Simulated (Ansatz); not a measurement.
We consider CsCl-type RuAl, described by LDA (PAW; Ansatz, a quantum-chemistry and plane-wave program).

Run with plane-wave cutoff 520 eV, 16×16×16 k mesh, Fermi–Dirac smearing 0.1 eV, perturbation theory, force constants from a 4×4×4 q mesh, no spin polarisation, scalar-relativistic PAW data made under PBE.

Computed at the level's own relaxed cell.

Space group Pm-3m (No. 221); a = 2.954 Å, b = 2.954 Å, c = 2.954 Å, α = 90.00°, β = 90.00°, γ = 90.00°

| atom | site | symmetry | x | y | z |
|---|---|---|---|---|---|
| Al | 1b | m-3m | 0.5000 | 0.5000 | 0.5000 |
| Ru | 1a | m-3m | 0.0000 | 0.0000 | 0.0000 |

Harmonic phonon frequencies (cm⁻¹; i marks an imaginary mode):

| q point | frequencies |
|---|---|
| Γ | 0 0 0 325 325 325 |
| R | 189 189 189 348 348 348 |

No imaginary mode appears at these points.
